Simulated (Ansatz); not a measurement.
We consider C11b WSi2, described by BLYP in Ansatz (PAW).

Settings: plane-wave cutoff 520 eV, 24×24×24 k mesh, Fermi–Dirac smearing 0.05 eV, no spin polarisation, scalar-relativistic PAW data made under PBE.

Cell (relaxed at this level):

WSi$_{2}$ is taken in the tetragonal space group I4/mmm (No. 139), Pearson symbol tI6. Lattice parameters: a = b = 3.2853 Å, c = 7.9470 Å, α = β = γ = 90.00°. Si on 4e is surrounded by 5 Si at 2.607–2.695 Å and 5 W at 2.664–2.670 Å. W on 2a sees 10 Si at 2.664–2.670 Å and 4 W at 3.285 Å. (Neighbours: up to the widest gap in distance over summed covalent radii, below 1.35, at either atom; cation-cation and far metal-metal contacts left out.)
(The calculation used a cell of 3 atoms; values per cell refer to that cell.)

Q: Give the computed bulk modulus B0 and pressure derivative B′ of the bulk modulus.

A: 
bulk modulus B0: 182 GPa
pressure derivative B′ of the bulk modulus: 4.7

The run finds no gap.

Note: the bulk modulus comes from volumes at which shape and atoms were relaxed.

Spin–orbit coupling is not included.

Static lattice: no zero-point or thermal effects.

Ansatz is a quantum-chemistry and plane-wave program.
